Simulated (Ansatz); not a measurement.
PbTe in the rock salt structure (space group Fm-3m, No. 225)

```
CELL_PARAMETERS angstrom
      0.00000     3.18980     3.18980
      3.18980     0.00000     3.18980
      3.18980     3.18980     0.00000
ATOMIC_POSITIONS crystal
  Te 0.50000 0.50000 0.50000
  Pb 0.00000 0.00000 0.00000
```

All numbers come from LDA (Ansatz, a quantum-chemistry and plane-wave program; PAW; 420 eV plane waves; no SOC). Settings: 9×9×9 k-points, 0.05 eV Fermi–Dirac smearing.

| Item | Value |
|---|---|
| Volume per atom | 32.46 Å³ |
| Density | 8.56 g/cm³ |
| Band gap | 0.57 eV, direct at L |
| Electron mass | 0.24 mₑ along k, 0.095 mₑ across |
| Hole mass | 0.33 mₑ along k, 0.065 mₑ across |
| Lowest conduction-band minima above the VBM | L along ⟨111⟩ 0.57 eV; a point along ⟨110⟩, about 0.6 Å⁻¹ from Γ 1.18 eV; a point along ⟨100⟩, about 0.4 Å⁻¹ from Γ 1.70 eV |
| Total energy | -9215.135 eV/atom (σ→0; compares only within this code and set-up) |

Spin-orbit coupling, missing from the scalar runs, can matter with Pb and Te. Masses are band curvatures over ±0.01 Å⁻¹ around the edge. Along k means along the line from Γ to the band edge. Stability against distortions was not tested.
